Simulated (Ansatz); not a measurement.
An Ansatz (an electronic-structure program) input (PBEsol (Ansatz; PAW; 420 eV plane waves; no spin-orbit coupling)):

Ansatz 0.2 input:
```yaml
crystal:
  lattice:
    - [5.5924697379, 0, 0]
    - [0, 5.5924697379, 0]
    - [0, 0, 5.5924697379]
  atoms:
    - { symbol: Ba, position: [0, 0, 0] }
    - { symbol: Pb, position: [0.5, 0.5, 0.5] }
    - { symbol: Cl, position: [0, 0.5, 0.5] }
    - { symbol: Cl, position: [0.5, 0.5, 0] }
    - { symbol: Cl, position: [0.5, 0, 0.5] }
basis: { ecutwfc: 420, ecutrho_ratio: 4, xc_grid: 2, fft_grid_basis: typed }
kpoints: { mp_grid: { grid: [9, 9, 9] } }
hamiltonian:
  xc: pbesol
  dispersion: none
  pseudopotentials: { kind: paw }
scf: { occupations: { method: fermi_dirac, width: 0.05 }, convergence: { dr2_threshold: 0.0000000005 } }
output: { forces: true, stress: true }
checkpoint: { write: state.ck, write_every: 1000 }
```

Problem. Which symmetry and how many k-points will the program report, and about how many plane waves at Γ?

Solution. Space group Pm-3m (ITA 221) with 48 operations, k-points 35 of 729, and 3407 plane waves at Γ.

Stability against distortions was not tested. The final runs are not spin-polarised. An odd electron count without spin: BaPbCl3. The cell was made from CsPbCl3 by this change: Cs → Ba; the result is a hypothetical phase, not in the database extracts checked. Many cubic perovskites are stable only at high temperature; tilts and polar distortions were not tested.
